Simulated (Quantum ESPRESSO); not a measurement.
**Short convergence ladders for NiAl (P4mm, 2 atoms in the cell)**

```
CELL_PARAMETERS angstrom
      2.88133     0.00000     0.00000
      0.00000     2.88133     0.00000
      0.00000     0.00000     2.88133
ATOMIC_POSITIONS crystal
  Al 0.50000 0.50000 0.51735
  Ni 0.00000 0.00000 0.00000
```

Base method: LDA (PW92), PseudoDojo standard norm-conserving (LDA) pseudopotentials (plane waves; Quantum ESPRESSO).

Base settings: ecutwfc = 100 Ry; occupations = smearing; smearing = fd; degauss = 0.0073499 Ry; potentials = {Al: Al.upf, Ni: Ni.upf}; K_POINTS = automatic 7 7 7 0 0 0; conv_thr = 1e-10 Ry.

The count of work is k-points × plane waves × bands × iterations; it is no time. Core times come from one kind of shared machine, to one figure; runs under 30 s give none.

**Shifted k-point meshes**

Only quantities that move along the ladder and can be compared are tabulated.

| K_POINTS | free energy less the last step's (meV/atom) | pressure (GPa) | largest difference of a force vector from the last step's (eV/Å) | count of work / last |
|---|---|---|---|---|
| automatic 2 2 2 1 1 1 | 850.22 | -6.82 | 0.023 | 0.0034 |
| automatic 4 4 4 1 1 1 | 42.03 | -7.54 | 0.009 | 0.019 |
| automatic 6 6 6 1 1 1 | -3.94 | -8.66 | 0.002 | 0.057 |
| automatic 8 8 8 1 1 1 | -1.64 | -8.81 | 0.000 | 0.14 |
| automatic 10 10 10 1 1 1 | 2.79 | -8.66 | 0.000 | 0.24 |
| automatic 16 16 16 1 1 1 | 0.00 | -8.73 | 0.000 | 1.0 |

Coarsest K_POINTS that holds the free energy within 5 meV/atom: not settled: the last two steps still differ by 2.8 meV/atom, over half the tolerance, so the ladder does not show it.

Coarsest K_POINTS that holds the pressure within 1 GPa of the last step, with all finer ones: automatic 6 6 6 1 1 1, at 0.057 of the last step's count of work; the step before is off by 1.2 GPa.

Coarsest K_POINTS that holds the forces within 0.005 eV/Å of the last step, with all finer ones: automatic 6 6 6 1 1 1, at 0.057 of the last step's count of work; the step before is off by 0.009 eV/Å.

**The k-point mesh at a smearing width of 0.3 eV**

In this ladder: degauss = 0.02205 Ry.

Only quantities that move along the ladder and can be compared are tabulated.

```tsv
K_POINTS	free energy less the last step's (meV/atom)	pressure (GPa)	count of work / last	core time / last (rough)
automatic 4 4 4 0 0 0	-5.36	-9.27	0.063	–
automatic 6 6 6 0 0 0	5.90	-7.76	0.15	0.2
automatic 9 9 9 0 0 0	0.14	-7.99	0.26	0.2
automatic 15 15 15 0 0 0	0.00	-8.02	1.0	1
```

Coarsest K_POINTS that holds the pressure within 1 GPa of the last step, with all finer ones: automatic 6 6 6 0 0 0, at 0.15 of the last step's count of work and about 0.2 of the last step's time; the step before is off by 1.2 GPa.

Coarsest K_POINTS that holds the free energy within 1 meV/atom of the last step, with all finer ones: automatic 9 9 9 0 0 0, at 0.26 of the last step's count of work and about 0.2 of the last step's time; the step before is off by 5.9 meV/atom.

On the base run: the starting cell has typed, rounded lattice constants, without a prior relaxation at this level. Its lattice was rescaled by up to half a per cent. One atom was moved a little off its site on purpose. Spin polarisation is off. In the base run, with a pressure of about -9 GPa the cell is away from its equilibrium volume at this level.
